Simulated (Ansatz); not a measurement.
Functionals compared on F on the 1x1 (0001) surface of corundum (cut with top plane Al), one in a 1x1 cell, started at the site 'hollow Al-O-O-O over O at depth 2.3 Å #2', in Ansatz (plane waves, PAW). The structure was relaxed with PBE; the other rows are single points on it, each with its references at the same level. Cutoff 420 eV (500 eV for r2SCAN). The points keep PBE's geometry, so the relaxation of a polaron and the settling of charge on one site are left out.

Host crystal: corundum, with a band gap (PBE, scalar-relativistic without spin-orbit coupling).

Set-up: 21 atoms, 6.7 Å thick at the start under the adsorbate (thin: gaps and levels are the slab's own); mesh 6x6x1; 0.01 eV smearing; dipole correction on; 9 atoms held, the rest relaxed; no symmetry held; spin-polarised, ending with about 1.0 μB a cell, a value that depends on the mesh; orders that need a larger cell were not tried, no spin-orbit, no U, no dispersion correction. The slab shows no gap over 0.04 eV on its mesh. At the end it is bonded to Al. In PBE it is, or lies within 0.03 eV of, the lowest of the starts that converged. These notes are the PBE run's. r2SCAN: The program's check for a lower electronic state was not made. Adsorption energies are against ½ F2(g). A negative adsorption energy means that the adsorbate is more stable on the surface than in its reference.

```csv
functional,adsorption energy (eV),work function of the top face (eV),rough cost of the single point
PBE,-2.24,9.93,–
RPBE,?,?,roughly 3 core-minutes
r2SCAN,-2.21,10.28,very roughly 8 core-minutes
```

**Question.** What belongs in the gaps?

**Answer.** 
- RPBE, adsorption energy (eV): -2.25
- RPBE, work function of the top face (eV): 9.81

Ansatz is a first-principles code.
